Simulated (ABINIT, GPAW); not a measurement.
An ABINIT input for a self-consistent single point of La₃TlC (Pm-3m, 5 atoms in the cell) (DFT, LDA (PW92), plane waves, PAW (JTH v2.0 LDA PAW)):

```
# La3TlC, JTH v2.0 LDA PAW
pp_dirpath "./"
pseudos "La.LDA_PW-JTH.xml, Tl.LDA_PW-JTH.xml, C.LDA_PW-JTH.xml"
acell 5.3251460000 5.3251460000 5.3251460000 Angstrom
rprim
         1.0000000000    0.0000000000    0.0000000000
         0.0000000000    1.0000000000    0.0000000000
         0.0000000000    0.0000000000    1.0000000000
natom 5
ntypat 3
znucl 57 81 6
typat 1 1 1 2 3
xred
         0.5000000000    0.0000000000    0.5000000000
         0.0000000000    0.5000000000    0.5000000000
         0.5000000000    0.5000000000    0.0000000000
         0.0000000000    0.0000000000    0.0000000000
         0.5000000000    0.5000000000    0.5000000000
ecut 52 Ry
pawecutdg 104 Ry
pawxcdev 0
occopt 7
tsmear 0.00999582
nband 33
kptopt 1
ngkpt 5 5 5
nshiftk 1
shiftk 0 0 0
nstep 100
tolvrs 1.0e-11
prtwf 0
prtden 0
```

**Question.** Translate this input to GPAW.

**Answer.** One input that does it (others would too):

```python
from ase import Atoms
from ase.units import GPa
from gpaw import GPAW

atoms = Atoms(['La', 'La', 'La', 'Tl', 'C'],
              cell=[[5.325146, 0.000000, 0.000000],
                    [0.000000, 5.325146, 0.000000],
                    [0.000000, 0.000000, 5.325146]],
              scaled_positions=[[0.500000, 0.000000, 0.500000],
                                [0.000000, 0.500000, 0.500000],
                                [0.500000, 0.500000, 0.000000],
                                [0.000000, 0.000000, 0.000000],
                                [0.500000, 0.500000, 0.500000]],
              pbc=True)

calc = GPAW(mode={'name': 'pw', 'ecut': 950},
            xc='LDA',
            kpts=(5, 5, 5),
            occupations={'name': 'methfessel-paxton', 'width': 0.272, 'order': 0},
            nbands=-13,
            convergence={'density': 1e-05, 'energy': 1e-05},
            symmetry={'symmorphic': False, 'tolerance': 0.0005},
            maxiter=120,
            txt='-')

atoms.calc = calc

energy = atoms.get_potential_energy()
print('Energy (eV):', round(energy, 6))
forces = atoms.get_forces()
print('Forces (eV/Ang):')
print(forces.round(5))
stress = atoms.get_stress()
print('Stress (GPa, Voigt):', (stress / GPa).round(4))
```

Basis settings and potentials, where a program has them, do not carry over. This input uses DFT LDA (Perdew-Wang 92), plane waves, GPAW PAW datasets LDA (gpaw-data 1.0.1). LDA parametrisations can differ slightly between programs.

The starting cell comes from a database of computed structures (which also holds hypothetical and non-ambient phases and stackings), without a prior relaxation at this level. Its lattice was rescaled by a random factor within 2.5 % of one.
